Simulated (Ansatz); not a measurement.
The reference is BAs in the zinc blende structure (space group F-43m, No. 216; a = 4.784 Å). Axes: x, y, z lie along the cube axes.

The values are results of r2SCAN in Ansatz (plane waves to 500 eV, PAW, scalar-relativistic without spin-orbit coupling), not measurements.

Strains are applied to the cell and any free atomic positions relax.

One change was made to it. Results:

| quantity | base | after |
|---|---|---|
| smallest direct gap | 3.44 eV | 3.23 eV |
| band gap | 1.38 eV | 1.03 eV |
| valence-band top at Γ (three highest levels, from the VBM) | 0.00, 0.00, 0.00 eV | 0.00, -0.21, -0.21 eV |

Problem. Which of these changes matches the shifts?
(A) uniaxial strain ε_zz = −0.50 %
(B) uniaxial strain ε_zz = −2.50 %
(C) uniaxial strain ε_zz = −2.00 %

Solution. C, uniaxial strain ε_zz = −2.00 %. For comparison, the band gap in the other runs: uniaxial strain ε_zz = −2.50 % gives 0.94 eV; uniaxial strain ε_zz = −0.50 % gives 1.29 eV.

No phonon test of stability was made.

Ansatz is a first-principles code.
